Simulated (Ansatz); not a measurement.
Amorphous In$_{9}$Ga$_{9}$Zn$_{9}$O$_{39}$Y$_{2}$, 68 atoms at 5.76 g/cm³, one PBE-relaxed geometry, zone centre. Methods: PBE, scalar-relativistic without spin-orbit coupling (Ansatz, a quantum-chemistry and plane-wave program); r2SCAN, scalar-relativistic without spin-orbit coupling (Ansatz); HSE06, scalar-relativistic without spin-orbit coupling (Ansatz). Plane waves to 420 eV (r2SCAN 500 eV); exact exchange is cut at the cell's faces. At PBE the levels at the filled edge of the gap are localised (band-tail or defect states). All rungs ran without spin polarisation.

It comes from a melt-quench run on a machine-learned potential (CHGNet), relaxed afterwards by DFT. O atoms were pushed apart under 1.9 Å during the dynamics, to hinder bonds among them. The hot cell started wider than the set density and was brought back towards it in steps. It is the lowest in DFT energy of 2 quenches. It is a model cell: composition and starting density were chosen by hand, and all elements were melted together. No dispersion term was used. Its density started from a set value of 5.83 and ended at 5.76 g/cm³. Cooling (nominally 210 K/ps over its main leg) ran many orders faster than in experiment, which tends to leave more defects and strain. Values belong to this one cell and scatter from quench to quench. Volume and shape were free in the relaxation. On a 2×2×2 Γ-centred mesh force components of up to 0.21 eV/Å stay, since the relaxation ran on the zone centre alone.

The relaxation ran on the zone centre alone. At PBE the level gap is 0.76 eV on a 2×2×2 Γ-centred mesh, and the spacing at the zone centre alone 0.81 eV.

Task: What zone-centre spacing does r2SCAN give, roughly?

Result: 1.25 eV (+0.44 eV against PBE).

Task: What zone-centre spacing does HSE06 give, roughly?

Result: 2.34 eV (+1.53 eV against PBE).

The highest filled and the lowest empty state spread over these numbers of atoms (participation numbers): PBE: 12.0 and 60.0; r2SCAN: 11.7 and 58.7; HSE06: 9.4 and 57.7.
